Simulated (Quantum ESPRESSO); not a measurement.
Troubleshooting Quantum ESPRESSO: a failed run on TlBr (Pm-3m, 2 atoms in the cell). The aim is a zone-centre phonon calculation with DFT, PBE, plane waves, SSSP 1.1.2 precision (PBE) pseudopotentials.

The self-consistent step had converged with these keywords: prefix = run; ecutwfc = 50 Ry; ecutrho = 400 Ry; occupations = smearing; smearing = gauss; degauss = 0.00147 Ry; potentials = {Tl: Tl_pbe_v1.2.uspp.F.UPF, Br: br_pbe_v1.4.uspp.F.UPF}; K_POINTS = automatic 7 7 7 0 0 0; conv_thr = 1e-10 Ry. The next shown step is ph.x.

Input:

```fortran
phonons at the zone centre
&inputph
    prefix = 'run'
    outdir = './tmp'
    tr2_ph = 1.0d-14
    fildyn = 'dyn.G'
    epsil = .true.
/
0.0 0.0 0.0
```

The program printed (abridged):

```
     Reading xml data from directory:

     ./tmp/run.save/

     G-vector sticks info
     --------------------
     sticks:   dense  smooth     PW     G-vecs:    dense   smooth      PW
     Sum        1749     877    261                54795    19381    3119

     negative rho (up, down):  4.845E-02 0.000E+00
     Reading collected, re-writing distributed wavefunctions in ./tmp/

 %%%%%%%%%%%%%%%%%%%%%%%%%%%%%%%%%%%%%%%%%%%%%%%%%%%%%%%%%%%%%%%%%%%%%%%%%%%%%%
     Error in routine phq_readin (1):
     no elec. field with metals
 %%%%%%%%%%%%%%%%%%%%%%%%%%%%%%%%%%%%%%%%%%%%%%%%%%%%%%%%%%%%%%%%%%%%%%%%%%%%%%

     stopping ...
```

Q: From the messages shown, name the fault and mend the input.

A: The fault is the dielectric response asked with smeared occupations. The response to a homogeneous field is defined for insulators with fixed occupations. To fix it, drop the request, or use fixed occupations in an insulator. The program stopped in the step ph.x before computing anything there.

On the sound input: the starting cell comes from a database of computed structures (which also holds hypothetical and non-ambient phases and stackings), without a prior relaxation at this level. Its lattice was rescaled by a random factor within 2.5 % of one.
